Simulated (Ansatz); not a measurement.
**InP: pressure series**

Take InP in the zinc blende structure (space group F-43m, No. 216; a = 5.827 Å) as the base.

Cell and atoms are relaxed at each pressure.

All numbers come from plane-wave PAW DFT at the LDA level (Ansatz, a program for electronic structure, 420 eV), spin-orbit coupling left out.

Notes on the quantities. hole mass: degenerate bands, along [100].

```
change             band gap    gap character                    hole mass
-----------------  --------  ---------------  ---------------------------
base                0.58 eV      direct at Γ  0.046, 0.41, 0.41 mₑ (at Γ)
pressure −2 GPa     0.41 eV      direct at Γ  0.034, 0.43, 0.43 mₑ (at Γ)
pressure −1 GPa     0.50 eV      direct at Γ                            ?
pressure 0.9 GPa    0.64 eV      direct at Γ  0.050, 0.41, 0.41 mₑ (at Γ)
pressure 2.1 GPa    0.73 eV      direct at Γ  0.056, 0.40, 0.40 mₑ (at Γ)
pressure 4.5 GPa    0.88 eV      direct at Γ  0.066, 0.38, 0.38 mₑ (at Γ)
pressure 9 GPa      1.11 eV      direct at Γ  0.082, 0.36, 0.36 mₑ (at Γ)
pressure 15 GPa     1.28 eV  indirect, Γ → X  0.097, 0.34, 0.34 mₑ (at Γ)
pressure 22.5 GPa   1.17 eV  indirect, Γ → X   0.11, 0.30, 0.30 mₑ (at Γ)
pressure 30 GPa           ?  indirect, Γ → X   0.12, 0.30, 0.30 mₑ (at Γ)
```

### Question
Complete the table.

### Answer

- pressure −1 GPa, hole mass: 0.040, 0.42, 0.42 mₑ (at Γ)
- pressure 30 GPa, band gap: 1.07 eV

Load acts through the strain it causes; cell and atoms are relaxed under it. Masses are band curvatures over ±0.01 Å⁻¹ around the edge. No phonon test of stability was made. Measured, InP leaves this structure (for rock salt) near 9.8 GPa (temperature not stated; as listed in Datta, Sujoy, Jana, Debnarayan, arXiv (2020)).
